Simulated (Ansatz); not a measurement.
Take InAs in the zinc blende structure (space group F-43m, No. 216) as the base.

```
InAs
1.0
    0.00000     3.05478     3.05478
    3.05478     0.00000     3.05478
    3.05478     3.05478     0.00000
In As
1 1
Direct
  0.00000   0.00000   0.00000
  0.25000   0.25000   0.25000
```

Cartesian axes are those of the cell as printed.

Level of theory: plane-wave PAW DFT at the r2SCAN level (Ansatz, a program for electronic structure, 500 eV), scalar-relativistic without spin-orbit coupling.

For the base:

| Property | Result |
|---|---|
| Valley order | Γ 0.08 eV; L along ⟨111⟩ 1.25 eV |

It is then changed as follows: compressive biaxial strain of 2.08 % in the plane normal to [111], as in epitaxy on a mismatched substrate; the out-of-plane cell vector and the atoms relax.

Task: Estimate the effect on the ratio −ε⊥/ε∥ and valley order.

Result: The ratio −ε⊥/ε∥ is 0.60; the valley order (the lowest conduction-band minima on the path, energy above the VBM, named in the base's zone) becomes Γ 0.14 eV; L along [1-11] 1.13 eV; L along [111] 1.54 eV (base: Γ 0.08 eV; L along ⟨111⟩ 1.25 eV).

The levels and masses belong to the bands next to the band gap. No phonon test of stability was made.
